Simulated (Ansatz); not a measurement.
System: NbAs (model structure, started from the WC type, P-6m2, No. 187, 2 atoms in the cell). Method: PBEsol in Ansatz (plane waves, PAW).

Run with plane-wave cutoff 520 eV, 18×18×16 k mesh (along the axes of the cell as run), Fermi–Dirac smearing 0.05 eV, no spin polarisation, scalar-relativistic PAW data made under PBE.

Cell (relaxed at this level):

```yaml
crystal:
  lattice:
    - [3.37971, 0.00000, 0.00000]
    - [-1.68986, 2.92692, 0.00000]
    - [0.00000, 0.00000, 3.46226]
  atoms:
    - { symbol: Nb, position: [0.00000, 0.00000, 0.00000] }
    - { symbol: As, position: [0.66667, 0.33333, 0.50000] }
```

Question: Estimate the bulk modulus B0 that the calculation returns.

Answer: 
- bulk modulus B0 = 169 GPa

Note: the run has no spin polarisation, so it can have missed a magnetic state; the bulk modulus is −V dP/dV from two relaxed cells at ±2 % in volume; the relaxation could raise the start's symmetry but not lower it, so the cell can be a saddle point.

The computed numbers hold no vibrational or temperature effects.

A model structure was made by putting elements into a prototype or built by hand; it is no filed structure, need not be a known phase, and can be a saddle point held by its symmetry.

Ansatz is an electronic-structure program.
